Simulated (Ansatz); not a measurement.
PBE against r2SCAN: Si

Start from Si in the diamond structure (space group Fd-3m, No. 227; a = 5.470 Å).

(Cell as relaxed with PBE.)

Levels (all Ansatz, an electronic-structure program, PAW): PBE (420 eV, without spin-orbit coupling); r2SCAN (500 eV, no spin-orbit coupling).

Each level relaxes its own structure.

```json
[
 {"quantity": "volume per atom", "PBE": "20.46 Å³", "r2SCAN": "20.17 Å³"},
 {"quantity": "lattice parameter a", "PBE": "5.470 Å", "r2SCAN": "5.444 Å"},
 {"quantity": "band gap", "PBE": "0.61 eV", "r2SCAN": "0.78 eV"},
 {"quantity": "gap character", "PBE": "indirect, Γ → Γ–X (87 % along)", "r2SCAN": "indirect, Γ → Γ–X (87 % along)"},
 {"quantity": "electron mass", "PBE": "0.94 mₑ along k, 0.20 mₑ across", "r2SCAN": "0.91 mₑ along k, 0.19 mₑ across"},
 {"quantity": "hole mass (degenerate bands, along [100])", "PBE": "0.16, 0.27, 0.27 mₑ", "r2SCAN": "0.17, 0.25, 0.25 mₑ"}
]
```

PBE's volume per atom lies 0.29 Å³ above r2SCAN's (1.4 %); PBE's lattice parameter a lies 0.026 Å above r2SCAN's (0.5 %); PBE's band gap lies 0.162 eV below r2SCAN's; the two agree on the gap character. Neither level is exact; r2SCAN is the comparison here, not a measurement.

Effective masses come from finite differences of ±0.01 Å⁻¹. Along k means along the line from Γ to the band edge. Whether these cells are dynamically stable was not tested.
